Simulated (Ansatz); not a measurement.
Start from CdS in the zinc blende structure (space group F-43m, No. 216; a = 5.824 Å). Axes: x, y, z lie along the cube axes.

Computed with PBEsol (Ansatz, a program for electronic structure; PAW; 420 eV plane waves; without spin-orbit coupling).

Strains are applied to the cell and any free atomic positions relax.

One change was made to it. Results:

The band gap falls by 0.05 eV (1.01 eV → 0.96 eV); the gap character stays direct at Γ.

**Question.** Which change produced these results?
(A) isotropic strain +5.91 %
(B) isotropic strain +0.87 %
(C) uniaxial strain ε_zz = −1.83 %

**Answer.** B, isotropic strain +0.87 %. For comparison, the band gap in the other runs: isotropic strain +5.91 % gives 0.65 eV; uniaxial strain ε_zz = −1.83 % gives 1.01 eV.

Stability against distortions was not tested. Labels are those of the standard path for the cell's own space group.
